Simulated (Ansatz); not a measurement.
# NaOH (space group P2_1/m, No. 11; layered, stacked along the Cartesian z axis)

```cif
data_H2Na2O2
_chemical_formula_sum 'Na2 H2 O2'
_space_group_name_H-M_alt 'P21/m'
_space_group_IT_number 11
_space_group_name_Hall '-P 2yb'
_cell_length_a 3.40455
_cell_length_b 3.37085
_cell_length_c 5.69758
_cell_angle_alpha 90.000
_cell_angle_beta 107.226
_cell_angle_gamma 90.000
loop_
_atom_site_label
_atom_site_type_symbol
_atom_site_symmetry_multiplicity
_atom_site_Wyckoff_symbol
_atom_site_fract_x
_atom_site_fract_y
_atom_site_fract_z
_atom_site_occupancy
Na1 Na 2 e 0.33941 0.75000 0.18117 1
H1 H 2 e 0.03841 0.75000 0.57940 1
O1 O 2 e 0.86850 0.25000 0.24160 1
```

Calculations: Kohn–Sham DFT with the PBEsol functional, run in Ansatz (an electronic-structure program) with PAW and 420 eV plane waves, no spin-orbit coupling. Settings: 10×10×6 k-points, 0.05 eV Fermi–Dirac smearing.

| Item | Value |
|---|---|
| Volume per atom | 10.41 Å³ |
| Density | 2.13 g/cm³ |
| Band gap | 2.99 eV, direct at Γ |
| Lowest conduction-band minima above the VBM | Γ 2.99 eV |
| Total energy | -684.610 eV/atom (σ→0; compares only within this code and set-up) |

No phonon test of stability was made. No dispersion term is included in the PBEsol runs.
